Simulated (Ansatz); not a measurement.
Start from HgS in the zinc blende structure (space group F-43m, No. 216).

```
CELL_PARAMETERS angstrom
      0.00000     2.93793     2.93793
      2.93793     0.00000     2.93793
      2.93793     2.93793     0.00000
ATOMIC_POSITIONS crystal
  Hg 0.00000 0.00000 0.00000
  S  0.75000 0.75000 0.75000
```

Cartesian axes are those of the cell as printed.

All numbers come from plane-wave PAW DFT at the PBEsol level (Ansatz, a first-principles code, 420 eV), scalar-relativistic without spin-orbit coupling.

Strains are applied to the cell and any free atomic positions relax; under biaxial strain the out-of-plane vector relaxes too.

One change was made to it. Results:

| quantity | base | after |
|---|---|---|
| pressure | 0.0 GPa | -2.3 GPa |
| energy relative to the base (free energy F) | 0 meV/atom | +8.3 meV/atom |

Problem. Which change produced these results?
A. tensor shear ε_xz = −0.62 %
B. isotropic strain +1.43 %
C. biaxial strain −0.81 %, plane normal [111], relaxed out of plane
D. uniaxial strain ε_xx = +2.85 %
E. biaxial strain +2.34 %, plane normal [001], relaxed out of plane

Solution. B, isotropic strain +1.43 %. For comparison, the energy relative to the base in the other runs: tensor shear ε_xz = −0.62 % gives +0.3 meV/atom; uniaxial strain ε_xx = +2.85 % gives +4.5 meV/atom; biaxial strain +2.34 %, plane normal [001], relaxed out of plane gives +3.5 meV/atom; biaxial strain −0.81 %, plane normal [111], relaxed out of plane gives +1.0 meV/atom.

A case with no gap was solved on a k-mesh chosen for an insulator, which is coarse for it. Stability against distortions was not tested. All final runs are without spin polarisation.
